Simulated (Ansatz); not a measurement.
System: WSe (model structure, started from the WC type, P-6m2, No. 187, 2 atoms in the cell). Method: LDA in Ansatz (plane waves, PAW).

Settings: plane-wave cutoff 520 eV, 18×18×16 k mesh (along the axes of the cell as run), Fermi–Dirac smearing 0.05 eV, no spin polarisation, scalar-relativistic PAW data made under PBE.

Cell (relaxed at this level):

WSe is taken in the hexagonal space group P-6m2 (No. 187), Pearson symbol hP2. Conventional cell: a = b = 3.0717 Å, c = 3.8275 Å, α = β = 90.00°, γ = 120.00°. W on 1a has 6 Se at 2.609 Å. Se on 1f has 6 W at 2.609 Å. (Neighbours: up to the widest gap in distance over summed covalent radii, below 1.35, at either atom; cation-cation and far metal-metal contacts left out.)

**Question.** Predict the bulk modulus B0.

**Answer.** 
- bulk modulus B0 = 209 GPa

Note: the run has no spin polarisation, so it can have missed a magnetic state; the bulk modulus is −V dP/dV from two relaxed cells at ±2 % in volume; the relaxation could raise the start's symmetry but not lower it, so the cell can be a saddle point.

Spin–orbit coupling is not included; it can open a gap where bands touch, and shift volumes and moduli.

Computed values are for the static lattice.

The result took roughly 2.7 core-minutes.

A model structure was made by putting elements into a prototype or built by hand; it is no filed structure, need not be a known phase, and can be a saddle point held by its symmetry.

Ansatz is a quantum-chemistry and plane-wave program.
